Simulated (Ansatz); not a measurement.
System: SiO2 (Pbcn, No. 60; cell taken from a computed entry). Method: LDA in Ansatz (PAW).

Numerical settings: plane-wave cutoff 520 eV, 8×8×8 k mesh, scalar-relativistic PAW data made under PBE.

Cell (relaxed at this level):

O₂Si has the orthorhombic space group Pbcn (No. 60), Pearson symbol oP12. Lattice parameters: a = 4.047 Å, b = 4.999 Å, c = 4.462 Å, α = β = γ = 90.00°. Si on 4c sees 6 O at 1.755–1.807 Å (octahedral). O on 8d is coordinated by 3 Si at 1.755–1.807 Å (trigonal planar). (Neighbours: up to the widest gap in distance over summed covalent radii, below 1.35, at either atom.)

Question: What does this level give for the Voigt–Reuss–Hill bulk modulus, polycrystal shear modulus (Hill average), Young modulus and Poisson ratio?

Answer: 
- Voigt–Reuss–Hill bulk modulus = 329 GPa
- polycrystal shear modulus (Hill average) = 234 GPa
- Young modulus = 567 GPa
- Poisson ratio = 0.213

Note: the relaxation could not lower the start's symmetry, so the cell can be a saddle point above a distorted one.

Elastic constants are with the ions relaxed.

Cost on a shared machine: roughly 60 core-minutes.

Ansatz is an electronic-structure program.
